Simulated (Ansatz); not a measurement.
Start from TiC in the rock salt structure (space group Fm-3m, No. 225; a = 4.2933 Å).

Level of theory: Ansatz (an electronic-structure program) PBEsol, no spin-orbit coupling.

Base values:

```
Property              Result
-------------------  -------
Lattice parameter a  4.293 Å
```

Perturbation: Hf takes the place of Ti on all its sites, then cell and atoms are relaxed.

Problem. What does the calculation give for the lattice parameter a after the change?

Solution. The lattice parameter a rises by 0.314 Å to 4.607 Å.

Whether these cells are dynamically stable was not tested. All final runs are without spin polarisation.
